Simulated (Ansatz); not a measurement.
PBE against PBEsol: hypothetical Pm-3n SiC, pressure 10 GPa

The parent structure is SiC (space group Pm-3n, No. 223; a = 5.357 Å; a hypothetical phase, not in the database extracts checked).

(Cell as relaxed with PBE.)

Levels (all Ansatz, a quantum-chemistry and plane-wave program, PAW): PBE (420 eV, spin-orbit coupling left out); PBEsol (420 eV, no spin-orbit coupling).

Each level relaxes its own structure.

| base | PBE | PBEsol |
|---|---|---|
| volume per atom | 12.81 Å³ | 12.63 Å³ |
| lattice parameter a | 5.357 Å | 5.331 Å |
| band gap | 1.88 eV | 1.75 eV |

Perturbation: a hydrostatic pressure of 10 GPa.

| quantity | PBE | PBEsol |
|---|---|---|
| gap character | indirect, Γ → Γ–X (75 % along) | ? |
| shift of the gap caused by the change | +0.02 eV | ? |
| lattice parameter a | 5.262 Å | ? |
| mean gap deformation potential ΔEg/Δln V | -0.3 eV | ? |

Predict the PBEsol column.


- gap character, PBEsol: indirect, Γ → Γ–X (75 % along)
- shift of the gap caused by the change, PBEsol: 0.00 eV
- lattice parameter a, PBEsol: 5.239 Å
- mean gap deformation potential ΔEg/Δln V, PBEsol: -0.1 eV

PBE's lattice parameter a lies 0.0224 Å above PBEsol's (0.4 %); the two agree on the gap character. Neither level is exact; PBEsol is the comparison here, not a measurement.

Load acts through the strain it causes; cell and atoms are relaxed under it. No phonon test of stability was made. Competing high-pressure phases were not computed.
